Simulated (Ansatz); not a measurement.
This concerns the formation energy of Os_Cu in Cu (fcc, Fm-3m). Reaction: Os (hcp) + 63 Cu (fcc) → cell A.

Cell A: a supercell of 64 sites of Cu (fcc, Fm-3m) with Os on a Cu site (12 Cu at 2.58 Å); spin state with PBE: run without spin, k-point mesh 5×5×5.
```
CELL_PARAMETERS angstrom
     10.26429     0.00000     0.00000
      5.13214     8.88913     0.00000
      5.13214     2.96304     8.38075
ATOMIC_POSITIONS crystal
  Cu 0.00000 0.00000 0.00000
  Cu 0.00000 0.00000 0.25001
  Cu 0.00000 0.00000 0.50000
  Cu 0.00000 0.00000 0.74999
  Cu 0.00000 0.25001 0.00000
  Cu 0.00060 0.24970 0.24970
  Cu 0.00060 0.24970 0.50000
  Cu 0.00000 0.25001 0.74999
  Cu 0.00000 0.50000 0.00000
  Cu 0.00060 0.50000 0.24970
  Cu 0.00000 0.50000 0.50000
  Cu 0.99940 0.50000 0.75030
  Cu 0.00000 0.74999 0.00000
  Cu 0.00000 0.74999 0.25001
  Cu 0.99940 0.75030 0.50000
  Cu 0.99940 0.75030 0.75030
  Cu 0.25001 0.00000 0.00000
  Cu 0.24970 0.00060 0.24970
  Cu 0.24970 0.00060 0.50000
  Cu 0.25001 0.00000 0.74999
  Cu 0.24970 0.24970 0.00060
  Cu 0.25000 0.25000 0.25000
  Cu 0.24970 0.24970 0.50000
  Cu 0.24951 0.24951 0.75049
  Cu 0.24970 0.50000 0.00060
  Cu 0.24970 0.50000 0.24970
  Cu 0.24816 0.50000 0.50000
  Cu 0.24816 0.50000 0.75184
  Cu 0.25001 0.74999 0.00000
  Cu 0.24951 0.75049 0.24951
  Cu 0.24816 0.75184 0.50000
  Cu 0.24951 0.75049 0.75049
  Cu 0.50000 0.00000 0.00000
  Cu 0.50000 0.00060 0.24970
  Cu 0.50000 0.00000 0.50000
  Cu 0.50000 0.99940 0.75030
  Cu 0.50000 0.24970 0.00060
  Cu 0.50000 0.24970 0.24970
  Cu 0.50000 0.24816 0.50000
  Cu 0.50000 0.24816 0.75184
  Cu 0.50000 0.50000 0.00000
  Cu 0.50000 0.50000 0.24816
  Os 0.50000 0.50000 0.50000
  Cu 0.50000 0.50000 0.75184
  Cu 0.50000 0.75030 0.99940
  Cu 0.50000 0.75184 0.24816
  Cu 0.50000 0.75184 0.50000
  Cu 0.50000 0.75030 0.75030
  Cu 0.74999 0.00000 0.00000
  Cu 0.74999 0.00000 0.25001
  Cu 0.75030 0.99940 0.50000
  Cu 0.75030 0.99940 0.75030
  Cu 0.74999 0.25001 0.00000
  Cu 0.75049 0.24951 0.24951
  Cu 0.75184 0.24816 0.50000
  Cu 0.75049 0.24951 0.75049
  Cu 0.75030 0.50000 0.99940
  Cu 0.75184 0.50000 0.24816
  Cu 0.75184 0.50000 0.50000
  Cu 0.75030 0.50000 0.75030
  Cu 0.75030 0.75030 0.99940
  Cu 0.75049 0.75049 0.24951
  Cu 0.75030 0.75030 0.50000
  Cu 0.75000 0.75000 0.75000
```

Reference: Os (hcp, P6₃/mmc), 2 atoms in the cell; spin state with PBE: run without spin, k-point mesh 30×30×14 on the run's own vectors. Conventional cell: a = b = 2.7545 Å, c = 4.3470 Å, α = β = 90.00°, γ = 120.00°.

Reference: Cu (fcc, Fm-3m), 64 atoms in the cell, the relaxed perfect crystal repeated, atoms not moved again; spin state with PBE: run without spin, k-point mesh 5×5×5 on the run's own vectors.

Computed with Ansatz (plane waves, PAW), its PAW set soft_1, cutoff 420 eV. The structures are at rest with PBE, within the held lattices. Neutral cells; Fermi-Dirac smearing of at most 0.10 eV in the solids, energies taken to zero width. Larger cells are relaxed from a start prepared with the learned potential CHGNet, on a coarser mesh till forces fall under 0.03 eV/Å, which some starts already meet. A dispersion term (D3(BJ), or D4 for r2SCAN) was computed beside these levels and is taken off wherever the name lacks it. Space groups of crystals are read within 0.01 Å. Nuclei at rest; no vibrational terms. Cells are local rest points, mostly with their start's symmetry. The runs are scalar-relativistic, without spin-orbit coupling. Values are for these cell sizes. Mesh and cell size may move defect energies by 0.1 eV or more. Cell A has symmetry Fm-3m within 0.02 Å and got no random move, so less symmetric positions, which may lie lower, weren't tried.

**Question.** What is the computed value (PBE)?

**Answer.** 1.58 eV, for Os (hcp) + 63 Cu (fcc) → cell A.

Ansatz is a first-principles code.
